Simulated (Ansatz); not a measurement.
Amorphous Hf18O39Al2, 59 atoms at 8.56 g/cm³, one PBE-relaxed geometry, zone centre. Methods: PBE, scalar-relativistic without spin-orbit coupling (Ansatz, a quantum-chemistry and plane-wave program); r2SCAN, scalar-relativistic without spin-orbit coupling (Ansatz); HSE06, scalar-relativistic without spin-orbit coupling (Ansatz). Plane waves to 420 eV (r2SCAN 500 eV); exact exchange is cut at the cell's faces. At PBE the levels at the filled edge of the gap are localised (band-tail or defect states), and the nearest spread-out levels lie 4.1 eV apart at the zone centre. All rungs ran without spin polarisation.

It comes from a melt-quench run on a machine-learned potential (CHGNet), relaxed afterwards by DFT. O atoms were pushed apart under 1.9 Å during the dynamics, to hinder bonds among them. The hot cell started wider than the set density and was brought back towards it in steps. It is the lowest in DFT energy of 2 quenches. It is a model cell: composition and starting density were chosen by hand, and all elements were melted together. No dispersion term was used. Its density started from a set value of 8.56 and ended at 8.56 g/cm³. Cooling (nominally 300 K/ps over its main leg) ran many orders faster than in experiment, which tends to leave more defects and strain. Values belong to this one cell and scatter from quench to quench. The volume was held where the preparation left it and the shape relaxed, at a PBE pressure of -0.3 GPa (tension).

The relaxation ran on the zone centre alone. At PBE the level gap is 3.68 eV on a 2×2×2 Γ-centred mesh, and the spacing at the zone centre alone 3.81 eV.

### Question
What zone-centre spacing does r2SCAN give, roughly?

### Answer
4.28 eV (+0.47 eV against PBE).

### Question
What zone-centre spacing does HSE06 give, roughly?

### Answer
5.38 eV (+1.57 eV against PBE).

The highest filled and the lowest empty state spread over these numbers of atoms (participation numbers): PBE: 7.8 and 19.8; r2SCAN: 7.4 and 17.4; HSE06: 6.8 and 20.5.
